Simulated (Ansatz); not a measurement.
**ZrS2: response to strain**

Take ZrS2 in the CdI2 type structure (space group P-3m1, No. 164; a = 3.6348 Å, c = 5.7196 Å; layered, stacked along the Cartesian z axis) as the base. Axes: x lies along a and z along c of the hexagonal cell.

Strains are applied to the cell and any free atomic positions relax; under biaxial strain the out-of-plane vector relaxes too.

All numbers come from Kohn–Sham DFT with the PBE-D3(BJ) functional, run in Ansatz (a first-principles code) with PAW and 420 eV plane waves, no spin-orbit coupling.

Notes on the quantities. pressure: mean of the normal stresses, compression positive.

| case | width of the top valence band | pressure | volume per atom |
|---|---|---|---|
| base | 2.07 eV | 0.00 GPa | 21.81 Å³ |
| biaxial strain −3.00 %, plane normal [001], relaxed out of plane | 2.15 eV | 3.58 GPa | 20.74 Å³ |
| biaxial strain −2.00 %, plane normal [001], relaxed out of plane | 2.12 eV | 2.30 GPa | 21.10 Å³ |
| biaxial strain −1.00 %, plane normal [001], relaxed out of plane | 2.09 eV | 1.10 GPa | 21.46 Å³ |
| biaxial strain −0.50 %, plane normal [001], relaxed out of plane | 2.08 eV | 0.54 GPa | 21.64 Å³ |
| biaxial strain +1.00 %, plane normal [001], relaxed out of plane | 2.04 eV | -1.03 GPa | 22.17 Å³ |
| biaxial strain +1.50 %, plane normal [001], relaxed out of plane | 2.03 eV | -1.51 GPa | 22.34 Å³ |
| biaxial strain +2.00 %, plane normal [001], relaxed out of plane | 2.02 eV | -1.98 GPa | 22.51 Å³ |
| biaxial strain +2.50 %, plane normal [001], relaxed out of plane | 2.01 eV | -2.43 GPa | 22.68 Å³ |
| biaxial strain +3.00 %, plane normal [001], relaxed out of plane | 1.99 eV | -2.87 GPa | 22.84 Å³ |

The levels and masses belong to the bands next to the band gap. Whether these cells are dynamically stable was not tested.
